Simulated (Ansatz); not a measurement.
ZrSe2: response to strain

Take ZrSe2 in the CdI2 type structure (space group P-3m1, No. 164; a = 3.7351 Å, c = 6.0315 Å; layered, stacked along the Cartesian z axis) as the base. Axes: x lies along a and z along c of the hexagonal cell.

Strains are applied to the cell and any free atomic positions relax; under biaxial strain the out-of-plane vector relaxes too.

Calculations: Kohn–Sham DFT with the PBE-D3(BJ) functional, run in Ansatz (a first-principles code) with PAW and 420 eV plane waves, no SOC.

Notes on the quantities. pressure: mean of the normal stresses, compression positive.

| variant | pressure | volume per atom | band gap |
|---|---|---|---|
| base | 0.0 GPa | 24.29 Å³ | zero |
| biaxial strain −3.00 %, plane normal [001], relaxed out of plane | 2.7 GPa | 23.12 Å³ | zero |
| biaxial strain −2.00 %, plane normal [001], relaxed out of plane | 1.8 GPa | 23.50 Å³ | zero |
| biaxial strain −1.50 %, plane normal [001], relaxed out of plane | 1.3 GPa | 23.70 Å³ | zero |
| biaxial strain −1.00 %, plane normal [001], relaxed out of plane | 0.9 GPa | 23.90 Å³ | zero |
| biaxial strain −0.50 %, plane normal [001], relaxed out of plane | 0.4 GPa | … | zero |
| biaxial strain +0.50 %, plane normal [001], relaxed out of plane | -0.4 GPa | 24.49 Å³ | zero |
| biaxial strain +1.00 %, plane normal [001], relaxed out of plane | -0.8 GPa | 24.69 Å³ | 0.07 eV |
| biaxial strain +2.00 %, plane normal [001], relaxed out of plane | … | 25.08 Å³ | … |
| biaxial strain +3.00 %, plane normal [001], relaxed out of plane | -2.3 GPa | … | 0.15 eV |

### Question
What belongs in the blanks?

### Answer

- biaxial strain −0.50 %, plane normal [001], relaxed out of plane, volume per atom: 24.10 Å³
- biaxial strain +2.00 %, plane normal [001], relaxed out of plane, pressure: -1.6 GPa
- biaxial strain +2.00 %, plane normal [001], relaxed out of plane, band gap: 0.11 eV
- biaxial strain +3.00 %, plane normal [001], relaxed out of plane, volume per atom: 25.46 Å³

Whether these cells are dynamically stable was not tested. The final runs are not spin-polarised. Gaps under 0.05 eV, about the width of the smearing, are given as zero. The zero or small gap of ZrSe2 can change with the level of theory.
